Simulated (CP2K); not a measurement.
Band structure of KI (Fm-3m, 2 atoms in the cell).

```xyz
2
Lattice="4.9992 0.0000 0.0000 2.4996 4.3295 0.0000 2.4996 1.4432 4.0819" Properties=species:S:1:pos:R:3 pbc="T T T"
K      0.0000     0.0000     0.0000
I      4.9992     2.8863     2.0409
```

Computed with PBE, GPW, DZVP-MOLOPT-SR-GTH basis, GTH-PBE potentials (GTH_POTENTIALS) run with CP2K.

Settings: CUTOFF = 500 Ry; REL_CUTOFF = 50 Ry; SMEAR/METHOD = FERMI_DIRAC; ELECTRONIC_TEMPERATURE = 580.23 K; KPOINTS/SCHEME = MONKHORST-PACK 4 4 4; GAMMA_CENTERED = T; XC_FUNCTIONAL = PBE; K/BASIS_SET = DZVP-MOLOPT-SR-GTH; K/POTENTIAL = GTH-PBE-q9; I/BASIS_SET = DZVP-MOLOPT-SR-GTH; I/POTENTIAL = GTH-PBE-q7; METHOD = GPW; EPS_DEFAULT = 1e-10; EXTRAPOLATION = USE_GUESS.

The starting cell has typed, rounded lattice constants, without a prior relaxation at this level. Spin-orbit coupling is off. Values carry the incompleteness of an atom-centred basis.

Problem. Predict the gap along the standard path and the places of the band edges.

Solution. The gap along the path is 3.92 eV, direct at Γ to within 0.01 eV.

Levels in eV from the top of the valence band on the SCF mesh, bands 5 to 9:
| point | 5 | 6 | 7 | 8 | 9 |
|---|---|---|---|---|---|
| Γ | -10.41 | 0.00 | 0.00 | 0.00 | 3.92 |
| X | -10.26 | -1.01 | -0.37 | -0.37 | 5.21 |
| W | -10.21 | -0.74 | -0.74 | -0.60 | 6.74 |
| K | -10.21 | -0.87 | -0.76 | -0.39 | 5.94 |
| L | -10.14 | -1.32 | -0.34 | -0.34 | 5.74 |
| U | -10.21 | -0.87 | -0.76 | -0.39 | 5.94 |

Higher empty bands are left out: an atom-centred basis made for the valence describes them poorly.
